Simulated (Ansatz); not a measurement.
The reference is Cu in the fcc (Cu type) structure (space group Fm-3m, No. 225; a = 3.579 Å; relaxed with 0.1 eV smearing). Axes: x, y, z lie along the cube axes.

Calculations: r2SCAN (Ansatz, a program for electronic structure, PAW, spin-orbit coupling left out), earlier PAW set.

Strains are applied to the cell and any free atomic positions relax.

One change was made to it. Results:

```tsv
quantity	base	after
energy relative to the base (free energy F)	0 meV/atom	+1.5 meV/atom
pressure (mean of the normal stresses, compression positive)	0.0 GPa	1.1 GPa
shortest interatomic distance	2.531 Å	2.505 Å
```

Problem. Name the change that was made.
A) isotropic strain +3.36 %
B) strain tensor (xx, yy, zz, yz, xz, xy) = (−1.34, +0.21, +0.53, −0.42, +0.63, +0.27) %
C) tensor shear ε_xy = −2.05 %

Solution. B, strain tensor (xx, yy, zz, yz, xz, xy) = (−1.34, +0.21, +0.53, −0.42, +0.63, +0.27) %. For comparison, the energy relative to the base in the other runs: isotropic strain +3.36 % gives +52 meV/atom; tensor shear ε_xy = −2.05 % gives +5.5 meV/atom.

Whether these cells are dynamically stable was not tested. All final runs are without spin polarisation.
